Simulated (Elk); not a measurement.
Elk run on LuHg (P4mm, 2 atoms in the cell): self-consistent single point.

Computed with LDA (PW92), all-electron FP-LAPW, Elk's shipped species files, APW+lo basis with extra local orbitals in Elk.

```xyz
2
Lattice="3.6281 0.0000 0.0000 0.0000 3.6281 0.0000 0.0000 0.0000 3.6281" Properties=species:S:1:pos:R:3 pbc="T T T"
Lu     1.8140     1.8140     1.8640
Hg     0.0000     0.0000     0.0000
```

Reference input (self-consistent single point, DFT, LDA (PW92), all-electron FP-LAPW, Elk's shipped species files, APW+lo basis with extra local orbitals): xctype = 3; rgkmax = 7.5; stype = 3; swidth = 0.00367493 Ha; ngridk = 3 3 3; tforce = true; gmaxvr = 18 1/bohr; lmaxapw = 10; lmaxo = 8; nxlo = 2; lorbcnd = true; lradstp = 2. This run's input differs from it in these lines:

```diff
@@ -34,3 +34,3 @@
 rmtscf
-  0.99
+  0.94
```

Output (repeated stretches shortened):

```
│ Self-consistent loop started │
│ Loop number : 1 │
 total energy                :     -34215.9709741
│ Loop number : 2 │
 total energy                :     -34216.5563794
RMS change in Kohn-Sham potential (target) :   0.9265129493E-01 (  0.1000000000E-05)
Absolute change in total energy (target)   :   0.5854053044     (  0.1000000000E-03)
│ Loop number : 3 │
 total energy                :     -34219.8043832
RMS change in Kohn-Sham potential (target) :   0.6964619396E-01 (  0.1000000000E-05)
Absolute change in total energy (target)   :    3.394355128     (  0.1000000000E-03)
│ Loop number : 4 │
   [... lines left out ...]
Absolute change in total energy (target)   :    18.88490103     (  0.1000000000E-03)
│ Loop number : 198 │
 total energy                :     -34215.5526883
RMS change in Kohn-Sham potential (target) :   0.5673721626E-01 (  0.1000000000E-05)
Absolute change in total energy (target)   :    18.66159268     (  0.1000000000E-03)
│ Loop number : 199 │
 total energy                :     -34216.0635553
RMS change in Kohn-Sham potential (target) :   0.5106692160E-01 (  0.1000000000E-05)
Absolute change in total energy (target)   :    4.154531152     (  0.1000000000E-03)
│ Loop number : 200 │
Reached self-consistent loops maximum

Energies :
 Fermi                       :     0.275177017653
 total energy                :     -34177.6634094

Density of states at Fermi energy :    61.67967580
 (states/Hartree/unit cell)

Estimated indirect band gap :   0.2640171343E-01
 from k-point      3 to k-point      2
Estimated direct band gap   :   0.5913777236E-01
 at k-point      3

   [... lines left out ...]
 total in muffin-tins        :    147.3571354
 total calculated charge     :    150.9999307
 total charge                :    151.0000000
 error                       :   0.6925726115E-04

│ Self-consistent loop stopped │

Forces :
 species :    1 (Lu)
  atom :    1
   Hellmann-Feynman          :     0.00000000    0.00000000   -0.02551426
   IBS                       :    -0.00000000    0.00000000    0.03757163
   total force               :     0.00000000    0.00000000    0.01205737
   total magnitude           :     0.01205737
 species :    2 (Hg)
  atom :    1
   Hellmann-Feynman          :     0.00000000    0.00000000   -0.06996343
   IBS                       :    -0.00000000    0.00000000    0.05790606
   total force               :     0.00000000    0.00000000   -0.01205737
   total magnitude           :     0.01205737
```

The run ended unconverged after 200 iterations. 

The starting cell comes from a database of computed structures (which also holds hypothetical and non-ambient phases and stackings), without a prior relaxation at this level. Its lattice was rescaled by up to half a per cent. One atom was moved a little off its site on purpose. Spin-orbit coupling is off. Values depend on the basis (sphere radii, cutoffs, local orbitals), which need not be converged.

Cost on one core of a shared machine: roughly 9 min.
